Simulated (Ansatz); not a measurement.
Base system: HfSi₂ (space group Cmcm, No. 63; a = 3.683 Å, b = 14.598 Å, c = 3.658 Å). Axes: x, y, z lie along a, b, c of the conventional cell.

(Cell as relaxed with PBE.)

Levels (all Ansatz, an electronic-structure program, PAW): PBE (420 eV, scalar-relativistic without spin-orbit coupling); PBEsol (420 eV, no spin-orbit coupling).

Each level relaxes its own structure.

```tsv
base	PBE	PBEsol
volume per atom	16.39 Å³	15.87 Å³
band gap	zero	zero
```

It is then changed as follows: compressive biaxial strain of 4.33 % in the plane normal to [001], as in epitaxy on a mismatched substrate; the out-of-plane cell vector and the atoms relax.

```json
[
 {"quantity": "pressure (mean of the normal stresses, compression positive)", "PBE": "7.7 GPa", "PBEsol": "…"},
 {"quantity": "energy relative to the base (free energy F)", "PBE": "+49 meV/atom", "PBEsol": "…"},
 {"quantity": "shortest interatomic distance", "PBE": "2.440 Å", "PBEsol": "…"}
]
```

Task: Given the PBE results, estimate those of PBEsol.

Result: 
- pressure (mean of the normal stresses, compression positive), PBEsol: 8.1 GPa
- energy relative to the base (free energy F), PBEsol: +50 meV/atom
- shortest interatomic distance, PBEsol: 2.435 Å

PBE's pressure lies 0.4 GPa below PBEsol's; PBE's energy relative to the base lies 1.3 meV/atom below PBEsol's; PBE's shortest interatomic distance lies 0.005 Å above PBEsol's (0.2 %). Neither level is exact; PBEsol is the comparison here, not a measurement.

Without a gap, meshes like the base's 13×13×13 leave anisotropic stresses uncertain by several tenths of a GPa, and small strain energies with them. No phonon test of stability was made. The final runs are not spin-polarised.
